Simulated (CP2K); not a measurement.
A self-consistent single point of YbAl₂Ga₂ (P1, 5 atoms in the cell) with CP2K.

Method: LDA (Pade form), GPW, DZVP-MOLOPT-SR-GTH basis, GTH-PADE potentials (GTH_POTENTIALS) run with CP2K.

The change in words: lattice scaled by 0.98. Reference geometry:
```
Yb(AlGa)2
1.0
    6.23777     0.00000     0.00000
    3.33519     5.27127     0.00000
   -4.78648    -2.63564     3.00879
Yb Al Ga
1 2 2
Cartesian
  0.01391  -0.02818  -0.03005
  3.15493  -0.01336   1.48170
  1.70973   2.64380   1.60510
  5.80139   3.26206  -0.02801
  3.67948   2.04258  -0.01995
```

Reference input (self-consistent single point, DFT LDA (Pade form), GPW, DZVP-MOLOPT-SR-GTH basis, GTH-PADE potentials (GTH_POTENTIALS)): CUTOFF = 800 Ry; REL_CUTOFF = 50 Ry; SMEAR/METHOD = FERMI_DIRAC; ELECTRONIC_TEMPERATURE = 1160.45 K; KPOINTS/SCHEME = MONKHORST-PACK 4 4 5; GAMMA_CENTERED = T; XC_FUNCTIONAL = PADE; Yb/BASIS_SET = DZVP-MOLOPT-SR-GTH; Yb/POTENTIAL = GTH-PADE-q24; Al/BASIS_SET = DZVP-MOLOPT-SR-GTH; Al/POTENTIAL = GTH-PADE-q3; Ga/BASIS_SET = DZVP-MOLOPT-SR-GTH. This run's input differs from it in these lines:

```diff
@@ -64,5 +64,5 @@
     &CELL
-      A 6.23777200 0.00000000 0.00000000
-      B 3.33519400 5.27126900 0.00000000
-      C -4.78648300 -2.63563500 3.00878900
+      A 6.11301600 0.00000000 0.00000000
+      B 3.26849100 5.16584400 0.00000000
+      C -4.69075400 -2.58292200 2.94861300
       PERIODIC XYZ
```

Log, with long lists cut:

```
 SCF WAVEFUNCTION OPTIMIZATION

  Step     Update method      Time    Convergence         Total energy    Change
     1 NoMix/Diag. 0.30E+00      -     1.78810161      -388.1567794745 -3.88E+02
     2 Broy./Diag. 0.30E+00      -     1.72665744      -414.4654338384 -2.63E+01
     3 Broy./Diag. 0.30E+00      -     1.33503313      -363.1999270615  5.13E+01
     4 Broy./Diag. 0.30E+00      -     0.19410738      -375.3916625050 -1.22E+01
     5 Broy./Diag. 0.30E+00      -     0.75997604      -381.0650569567 -5.67E+00
     6 Broy./Diag. 0.30E+00      -     0.06976575      -387.1575259128 -6.09E+00
   [... 14 lines left out ...]
    21 Broy./Diag. 0.30E+00      -     0.00000778      -387.4552674120  5.94E-04
    22 Broy./Diag. 0.30E+00      -     0.00000261      -387.4554764679 -2.09E-04
    23 Broy./Diag. 0.30E+00      -     0.00000184      -387.4555098857 -3.34E-05
    24 Broy./Diag. 0.30E+00      -     0.00000020      -387.4555775568 -6.77E-05
  *** SCF run converged in    24 steps ***

  Overlap energy of the core charge distribution:               0.00000000234066
  Self energy of the core charge distribution:               -530.84482775277058
  Core Hamiltonian energy:                                    155.55354105037026
  Hartree energy:                                              30.47088532151822
  Exchange-correlation energy:                                -42.63167608482988
  Electronic entropic energy:                                  -0.00350010090591
  Fermi energy:                                                 0.26824754363699

  Total energy:                                              -387.45557755680363
  Total energy (extrapolated to T->0):                       -387.45382750635065

   [... lines left out ...]

 STRESS| Analytical stress tensor [bar]
 STRESS|                        x                   y                   z
 STRESS|      x       -2.51110740775E+04   1.39667584093E+04   5.11895364425E+03
 STRESS|      y        1.39667584093E+04  -1.34725432198E+04   4.71560286415E+03
 STRESS|      z        5.11895364425E+03   4.71560286415E+03  -1.98154097021E+04
 STRESS| 1/3 Trace                                            -1.94663423331E+04
```

The run converged in 24 iterations. Against the reference run the free energy drops by 27.8 meV/atom, the pressure goes from -5.50 to -1.95 GPa and the largest force goes from 0.657 to 0.803 eV/Å.

The starting cell comes from a database of computed structures (which also holds hypothetical and non-ambient phases and stackings), without a prior relaxation at this level. Its atoms were displaced at random from the sites of space group no. 139. For this run, on top of that: lattice scaled by 0.98. Spin polarisation is off. Values carry the incompleteness of an atom-centred basis.

Cost on one core of a shared machine: roughly 5 min.
